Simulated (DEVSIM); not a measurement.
Device: Co/SiON/p-GaAs capacitor, at 250 K.

Layer 1 from the left is SiON, thickness (nm) 15.0. Layer 2 from the left is GaAs, thickness (nm) 13000, Na (cm⁻³) 2.5e15.

Metal gate on the left, work function 5 eV. Fixed charge at the semiconductor interface 2.6e10 cm⁻² (in units of +e); no interface traps.

Constants are typed, rounded textbook-type inputs, not results; the design itself was drawn at random and stands for no fabricated device. Values at 300 K; Nc and Nv go as T^1.5, mobilities as T to minus their exponent, the gap by Varshni's rule with the affinity fixed.

SiON: gap (eV) 7, affinity (eV) 1.4, permittivity 5.5. GaAs: gap (eV) 1.424, affinity (eV) 4.07, permittivity 12.9, Nc (cm⁻³) 4.7e17, Nv (cm⁻³) 9e18, Varshni α (eV/K) 0.000541, Varshni β (K) 204.

Task: Estimate by hand the flat-band voltage, the threshold voltage, and compare with a numerical solution.

Result: 
- Flat-band voltage: C = 0.325 μF/cm², work-function difference -0.346 V; VFB = φms − qNf/C = -0.36 V; numerical -0.36 V.
- Threshold voltage: φF = 0.584 V, depletion charge √(4εqNφF) = 3.27e-8 C/cm²; VT = VFB + 2φF + Qd/C = 0.91 V; numerical 0.91 V.

DEVSIM, 1D Poisson equation in equilibrium, Boltzmann statistics, complete ionisation; no quantum confinement or tunnelling. Metal contacts follow the ideal Schottky-Mott rule: no Fermi-level pinning, no interface dipoles.
